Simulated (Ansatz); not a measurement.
The reference is HgTe in the zinc blende structure (space group F-43m, No. 216).

```xyz
2
Lattice="0.0000 3.2549 3.2549 3.2549 0.0000 3.2549 3.2549 3.2549 0.0000" Properties=species:S:1:pos:R:3 pbc="T T T"
Te     4.8823     4.8823     4.8823
Hg     0.0000     0.0000     0.0000
```

Cartesian axes are those of the cell as printed.

The values are results of DFT with PBEsol, PAW potentials and a 420 eV plane-wave cutoff in Ansatz (a program for electronic structure), no spin-orbit coupling, not measurements.

Strains are applied to the cell and any free atomic positions relax; under biaxial strain the out-of-plane vector relaxes too; under stress the whole cell relaxes.

One change was made to it. Results:

```tsv
quantity	base	after
shortest interatomic distance	281.9 pm	281.3 pm
energy relative to the base (free energy F)	0 meV/atom	+5.9 meV/atom
```

Task: What was done to the base?
(A) biaxial strain −0.86 %, plane normal [001], relaxed out of plane
(B) uniaxial stress, 1 GPa compression along x
(C) isotropic strain +2.91 %
(D) strain tensor (xx, yy, zz, yz, xz, xy) = (+0.66, −0.33, −1.44, +0.30, +0.82, −0.92) %

Result: B, uniaxial stress, 1 GPa compression along x. For comparison, the energy relative to the base in the other runs: strain tensor (xx, yy, zz, yz, xz, xy) = (+0.66, −0.33, −1.44, +0.30, +0.82, −0.92) % gives +2.4 meV/atom; biaxial strain −0.86 %, plane normal [001], relaxed out of plane gives +0.6 meV/atom; isotropic strain +2.91 % gives +31 meV/atom.

A case with no gap was solved on a k-mesh chosen for an insulator, which is coarse for it. Stability under load was not tested beyond the relaxation. All final runs are without spin polarisation.
